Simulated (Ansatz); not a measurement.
BeTe, response to strain

Base system: BeTe in the zinc blende structure (space group F-43m, No. 216; a = 5.6568 Å). Axes: x, y, z lie along the cube axes.

Strains are applied to the cell and any free atomic positions relax; under biaxial strain the out-of-plane vector relaxes too.

Calculations: DFT with r2SCAN, PAW potentials and a 500 eV plane-wave cutoff in Ansatz (an electronic-structure program), without spin-orbit coupling.

Notes on the quantities. pressure: mean of the normal stresses, compression positive.

| variant | smallest direct gap | pressure |
|---|---|---|
| base | 4.04 eV | 0.01 GPa |
| biaxial strain −2.50 %, plane normal [111], relaxed out of plane | 3.55 eV | 2.67 GPa |
| biaxial strain −2.08 %, plane normal [111], relaxed out of plane | 3.64 eV | 2.18 GPa |
| biaxial strain −1.67 %, plane normal [111], relaxed out of plane | 3.73 eV | 1.72 GPa |
| biaxial strain −1.25 %, plane normal [111], relaxed out of plane | 3.81 eV | 1.27 GPa |
| biaxial strain −0.83 %, plane normal [111], relaxed out of plane | 3.90 eV | 0.83 GPa |
| biaxial strain −0.42 %, plane normal [111], relaxed out of plane | 3.97 eV | 0.42 GPa |

With Te present, leaving out spin-orbit coupling can change the band edges. Stability against distortions was not tested.
